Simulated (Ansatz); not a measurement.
We look at the formation energy of Ta_Cu in Cu (fcc, Fm-3m). Reaction: 63 Cu (fcc) + Ta (bcc) → cell A.

Cell A: a supercell of 64 sites of Cu (fcc, Fm-3m) with Ta on a Cu site (12 Cu at 2.61 Å); spin state with PBE: run without spin, k-point mesh 5×5×5.
```
CELL_PARAMETERS angstrom
     10.26676     0.00000     0.00000
      5.13338     8.89128     0.00000
      5.13338     2.96376     8.38278
ATOMIC_POSITIONS crystal
  Cu 0.00000 0.00000 0.00000
  Cu 0.00000 0.00000 0.24975
  Cu 0.00000 0.00000 0.50000
  Cu 0.00000 0.00000 0.75025
  Cu 0.00000 0.24975 0.00000
  Cu 0.00152 0.24927 0.24927
  Cu 0.00152 0.24927 0.49995
  Cu 0.00000 0.24975 0.75025
  Cu 0.00000 0.50000 0.00000
  Cu 0.00152 0.49995 0.24927
  Cu 0.00000 0.50000 0.50000
  Cu 0.99848 0.50005 0.75073
  Cu 0.00000 0.75025 0.00000
  Cu 0.00000 0.75025 0.24975
  Cu 0.99848 0.75073 0.50005
  Cu 0.99848 0.75073 0.75073
  Cu 0.24975 0.00000 0.00000
  Cu 0.24927 0.00152 0.24927
  Cu 0.24927 0.00152 0.49995
  Cu 0.24975 0.00000 0.75025
  Cu 0.24927 0.24927 0.00152
  Cu 0.25000 0.25000 0.25000
  Cu 0.24927 0.24927 0.49995
  Cu 0.25015 0.25015 0.74985
  Cu 0.24927 0.49995 0.00152
  Cu 0.24927 0.49995 0.24927
  Cu 0.24548 0.50000 0.50000
  Cu 0.24548 0.50000 0.75452
  Cu 0.24975 0.75025 0.00000
  Cu 0.25015 0.74985 0.25015
  Cu 0.24548 0.75452 0.50000
  Cu 0.25015 0.74985 0.74985
  Cu 0.50000 0.00000 0.00000
  Cu 0.49995 0.00152 0.24927
  Cu 0.50000 0.00000 0.50000
  Cu 0.50005 0.99848 0.75073
  Cu 0.49995 0.24927 0.00152
  Cu 0.49995 0.24927 0.24927
  Cu 0.50000 0.24548 0.50000
  Cu 0.50000 0.24548 0.75452
  Cu 0.50000 0.50000 0.00000
  Cu 0.50000 0.50000 0.24548
  Ta 0.50000 0.50000 0.50000
  Cu 0.50000 0.50000 0.75452
  Cu 0.50005 0.75073 0.99848
  Cu 0.50000 0.75452 0.24548
  Cu 0.50000 0.75452 0.50000
  Cu 0.50005 0.75073 0.75073
  Cu 0.75025 0.00000 0.00000
  Cu 0.75025 0.00000 0.24975
  Cu 0.75073 0.99848 0.50005
  Cu 0.75073 0.99848 0.75073
  Cu 0.75025 0.24975 0.00000
  Cu 0.74985 0.25015 0.25015
  Cu 0.75452 0.24548 0.50000
  Cu 0.74985 0.25015 0.74985
  Cu 0.75073 0.50005 0.99848
  Cu 0.75452 0.50000 0.24548
  Cu 0.75452 0.50000 0.50000
  Cu 0.75073 0.50005 0.75073
  Cu 0.75073 0.75073 0.99848
  Cu 0.74985 0.74985 0.25015
  Cu 0.75073 0.75073 0.50005
  Cu 0.75000 0.75000 0.75000
```

Reference: Cu (fcc, Fm-3m), 64 atoms in the cell, the relaxed perfect crystal repeated, atoms not moved again; spin state with PBE: run without spin, k-point mesh 5×5×5 on the run's own vectors.

Reference: Ta (bcc, Im-3m), 1 atom in the cell, k-point mesh 26×26×26 on the run's own vectors. Conventional cell: a = b = c = 3.320 Å, α = β = γ = 90.00°.

All numbers come from Ansatz (a first-principles code), plane waves with PAW, its default PAW set, cutoff 500 eV. The structures are at rest with PBE, within the held lattices; other levels are single points on them. Neutral cells; Fermi-Dirac smearing of at most 0.10 eV in the solids, energies taken to zero width. The lattices are those relaxed with PBE, so at other levels the solids can be strained. Larger cells are relaxed from a start prepared with the learned potential CHGNet, on a coarser mesh till forces fall under 0.03 eV/Å, which some starts already meet. A dispersion term (D3(BJ), or D4 for r2SCAN) was computed beside these levels and is taken off wherever the name lacks it. The PAW files were made for PBE and serve at the other functionals too. Space groups of crystals are read within 0.01 Å. Nuclei at rest; no vibrational terms. No structure search was made; lower ones may exist. The runs are scalar-relativistic, without spin-orbit coupling. No correction for cell size. Mesh and cell size may move defect energies by 0.1 eV or more. Cell A has symmetry Fm-3m within 0.02 Å and got no random move, so less symmetric positions, which may lie lower, weren't tried.

Q: Predict the value from r2SCAN.

A: 1.11 eV, for 63 Cu (fcc) + Ta (bcc) → cell A.
